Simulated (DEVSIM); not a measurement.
System: Al0.2Ga0.8As/GaAs n-p heterojunction, at 300 K.

```
layer (left to right)      material  thickness (μm)  Nd (cm⁻³)  Na (cm⁻³)   τn (s)   τp (s)
---------------------  ------------  --------------  ---------  ---------  -------  -------
1                      Al0.2Ga0.8As           0.130       7e16          -  7.7e-10  7.7e-10
2                              GaAs           0.600          -     7.3e15  7.7e-10  7.7e-10
```

Left contact: ohmic. Right contact: ohmic. Voltage is applied to the left contact. Recombination: SRH at mid-gap, radiative, Auger. Mobility is μmin + (μ − μmin)/(1 + (N/Nref)^α).

This is a model device: material constants are rounded textbook-type values typed into the input, and sizes, dopings and lifetimes were drawn at random. Values at 300 K.

```csv
parameter,Al0.2Ga0.8As,GaAs
gap (eV),1.6734,1.424
affinity (eV),3.912,4.07
permittivity,12.33,12.9
Nc (cm⁻³),6.04e17,4.7e17
Nv (cm⁻³),9e18,9e18
μn (cm²/Vs),4980,8500
μp (cm²/Vs),250,400
"μn,min",500,500
"μp,min",20,20
"Nref,n",6e16,6e16
"Nref,p",1.5e17,1.5e17
αn,0.39,0.39
αp,0.38,0.38
B (cm³/s),2e-10,2e-10
Cn (cm⁶/s),1e-30,1e-30
Cp (cm⁶/s),1e-30,1e-30
```

DEVSIM, 1D drift-diffusion, Boltzmann statistics, complete ionisation; no tunnelling, impact ionisation, image-force lowering or self-heating. Band offsets follow the typed affinities; no thermionic-emission limit at abrupt steps, no polarisation charge.

**Question.** Give the dark forward current.

**Answer.** 
(V (V), J (A/cm²)): (-0.05, -1.1e-9); (-0.10, -3.7e-9); (-0.15, -1.1e-8); (-0.20, -3.0e-8); (-0.25, -8.2e-8); (-0.30, -2.2e-7); (-0.35, -6.1e-7); (-0.40, -1.7e-6); (-0.45, -4.6e-6); (-0.50, -1.3e-5); (-0.55, -3.6e-5); (-0.60, -0.00010); (-0.65, -0.00032); (-0.70, -0.0011); (-0.75, -0.0043); (-0.80, -0.021); (-0.85, -0.11); (-0.90, -0.67); (-0.95, -4.2); (-1.00, -26); (-1.05, -160); (-1.10, -850); (-1.15, -3300)
